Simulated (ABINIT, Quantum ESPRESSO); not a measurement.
A Quantum ESPRESSO input for a self-consistent single point of Co (P6_3/mmc, 2 atoms in the cell) (DFT, PBE, plane waves, PSlibrary PAW (PBE) pseudopotentials):

```fortran
&CONTROL
    calculation = 'scf',
    outdir = './work',
    pseudo_dir = './',
    tprnfor = .true.,
    tstress = .true.,
/
&SYSTEM
    ibrav = 4,
    celldm(1) = 4.6307624691,
    celldm(3) = 1.626674479687,
    nat = 2,
    ntyp = 1,
    ecutwfc = 50,
    ecutrho = 300,
    occupations = 'smearing',
    smearing = 'gauss',
    degauss = 0.0036749,
    nspin = 2,
    starting_magnetization(1) = 0.333,
/
&ELECTRONS
    conv_thr = 1.0d-10,
    mixing_beta = 0.3,
/
ATOMIC_SPECIES
Co    58.9332  Co.pbe-n-kjpaw_psl.1.0.0.UPF
ATOMIC_POSITIONS {bohr}
Co    0.0000000000    2.6735719581    1.8831857825
Co    2.3153812346    1.3367859791    5.6495573475
K_POINTS {automatic}
12 12 7  0 0 0
```

Problem. Write the same calculation as an input for ABINIT.

Solution. This is the input that was run; spellings and numerical settings could be chosen otherwise.

```
# Co, PseudoDojo nc-sr-05 PBE standard
pp_dirpath "./"
pseudos "Co.upf"
acell 4.6307624691 4.6307624691 7.5327431300
rprim
         1.0000000000    0.0000000031    0.0000000000
        -0.5000000026    0.8660254023    0.0000000000
         0.0000000000    0.0000000000    1.0000000000
natom 2
ntypat 1
znucl 27
typat 1 1
xcart
        -0.0000000082    2.6735719581    1.8831857825
         2.3153812305    1.3367859861    5.6495573475
ecut 96 Ry
ixc 11
nsppol 2
spinat
      0 0 3
      0 0 3
occopt 7
tsmear 0.05 eV
nband 27
kptopt 1
ngkpt 12 12 7
nshiftk 1
shiftk 0 0 0
nstep 80
toldfe 1.0e-09
prtwf 0
prtden 0
enunit 1
```

Basis settings and potentials, where a program has them, do not carry over. This input uses DFT, PBE, plane waves, norm-conserving pseudopotentials (PseudoDojo nc-sr-05 PBE standard). Both were run: pressure 10.05 GPa in Quantum ESPRESSO and 11.50 in ABINIT; size of the net moment 1.58 μB/atom in Quantum ESPRESSO and 1.60 in ABINIT.

On ABINIT: the starting cell comes from a database of computed structures (which also holds hypothetical and non-ambient phases and stackings), without a prior relaxation at this level. Its lattice was rescaled by a random factor within 2.5 % of one. The magnetic order is the one reached from the typed start; others were not searched systematically. With a pressure of about 11 GPa the cell is away from its equilibrium volume at this level.

On Quantum ESPRESSO: the starting cell comes from a database of computed structures (which also holds hypothetical and non-ambient phases and stackings), without a prior relaxation at this level. Its lattice was rescaled by a random factor within 2.5 % of one. The magnetic order is the one reached from the typed start; others were not searched systematically. With a pressure of about 10 GPa the cell is away from its equilibrium volume at this level.
